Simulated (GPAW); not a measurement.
A self-consistent single point of ScHg₃ (P6_3/mmc, 8 atoms in the cell) with GPAW.

Method: LDA (Perdew-Wang 92), GPAW PAW datasets LDA (gpaw-data 1.0.1) (plane waves; GPAW).

The change in words: lattice scaled by 0.98. Reference geometry:
```xyz
8
Lattice="6.3822 0.0000 0.0000 -3.1911 5.5272 0.0000 0.0000 0.0000 4.7989" Properties=species:S:1:pos:R:3 pbc="T T T"
Sc     3.1911     1.8424     3.5992
Sc     0.0000     3.6848     1.1997
Hg     1.5704     4.5914     3.5992
Hg     1.6207     0.9357     1.1997
Hg     3.1911     3.6557     1.1997
Hg     0.0000     1.8714     3.5992
Hg    -1.5704     4.5914     3.5992
Hg     4.7615     0.9357     1.1997
```

Reference input (self-consistent single point, DFT LDA (Perdew-Wang 92), plane waves, GPAW PAW datasets LDA (gpaw-data 1.0.1)): mode = pw; ecut = 800 eV; xc = LDA; kpts = 4 4 5; mesh shift (steps) = 0 0 0; occupations.name = methfessel-paxton; occupations.width = 0.1 eV; occupations.order = 0; nbands = -14; convergence.density = 1e-05 e/electron; convergence.energy = 1e-05 eV/electron; symmetry.symmorphic = false. This run's input differs from it in these lines:

```diff
@@ -5,5 +5,5 @@
 atoms = Atoms(['Sc', 'Sc', 'Hg', 'Hg', 'Hg', 'Hg', 'Hg', 'Hg'],
-              cell=[[6.382210, 0.000000, 0.000000],
-                    [-3.191105, 5.527155, 0.000000],
-                    [0.000000, 0.000000, 4.798943]],
+              cell=[[6.254566, 0.000000, 0.000000],
+                    [-3.127283, 5.416612, 0.000000],
+                    [0.000000, 0.000000, 4.702964]],
               scaled_positions=[[0.666667, 0.333333, 0.750000],
```

Log, with long lists cut:

```
     iter     time        total  log10-change:
                         energy   eigst   dens
iter:   1 --:--:--   -25.687379
iter:   2 --:--:--   -25.266111   -0.52  -1.45
iter:   3 --:--:--   -24.136678   -0.95  -1.50
iter:   4 --:--:--   -24.282925   -1.50  -1.77
iter:   5 --:--:--   -24.170925   -1.76  -1.92
   [... 3 lines left out ...]
iter:   9 --:--:--   -24.030050   -3.76  -2.66
iter:  10 --:--:--   -24.023685   -3.52  -2.72
iter:  11 --:--:--   -24.019186   -3.94  -2.99
iter:  12 --:--:--   -24.019195   -4.89  -3.54
iter:  13 --:--:--   -24.018675c  -4.90  -3.58
iter:  14 --:--:--   -24.018373c  -5.43  -3.73
iter:  15 --:--:--   -24.018297c  -5.74  -3.85
iter:  16 --:--:--   -24.018220c  -5.91  -3.89
iter:  17 --:--:--   -24.018219c  -5.51  -3.92
iter:  18 --:--:--   -24.018206c  -6.28  -4.04
iter:  19 --:--:--   -24.018211c  -6.41  -4.22
iter:  20 --:--:--   -24.018216c  -7.27  -4.37
iter:  21 --:--:--   -24.018227c  -6.75  -4.41
iter:  22 --:--:--   -24.018226c  -7.68c -4.56
iter:  23 --:--:--   -24.018219c  -7.36  -4.62
iter:  24 --:--:--   -24.018219c  -7.71c -4.72
iter:  25 --:--:--   -24.018219c  -8.73c -4.77
iter:  26 --:--:--   -24.018219c  -7.64c -4.83
iter:  27 --:--:--   -24.018215c  -8.17c -5.15c
Converged after 27 iterations.

Dipole moment: (0.000000, -0.000000, 0.000000) |e|*Ang

Energy contributions relative to reference atoms: (reference = -3238673.022901)

Kinetic:       +103.867118
Potential:      -73.010937
External:        +0.000000
XC:             -42.373777
Entropy (-ST):   -0.032567
Local:          -12.484334
SIC:             +0.000000
--------------------------
Free energy:    -24.034498
Extrapolated:   -24.018215

Showing only first 2 kpts
 Kpt  Band  Eigenvalues  Occupancy
  0    63      7.43386    2.00000
  0    64      9.60511    0.00000
  0    65      9.60513    0.00000
  0    66      9.99493    0.00000

  1    63      7.17708    2.00000
  1    64      8.95300    1.28179
  1    65      8.95303    1.28146
  1    66      9.32474    0.00000

Fermi level: 8.97852

No gap
   [... lines left out ...]
  2 Hg    0.02259    0.01304   -0.00000
  3 Hg   -0.02259   -0.01304   -0.00000
  4 Hg    0.00000    0.02609    0.00000
  5 Hg    0.00000   -0.02609    0.00000
  6 Hg   -0.02259    0.01304    0.00000
  7 Hg    0.02259   -0.01304    0.00000

Stress tensor:
    -0.005471     0.000000     0.000000
     0.000000    -0.005471     0.000000
     0.000000     0.000000    -0.008699
Stress (GPa, Voigt): [-0.8766 -0.8766 -1.3938  0.      0.      0.    ]
```

The run converged in 27 iterations. GPAW prints stress with tension positive. Against the reference run the free energy drops by 12.8 meV/atom, the pressure goes from -4.02 to 1.05 GPa and the largest force goes from 0.000 to 0.026 eV/Å.

The starting cell comes from a database of computed structures (which also holds hypothetical and non-ambient phases and stackings), without a prior relaxation at this level. Its lattice was rescaled by a random factor within 2.5 % of one. For this run, on top of that: lattice scaled by 0.98.

Cost on one core of a shared machine: roughly 3 min.
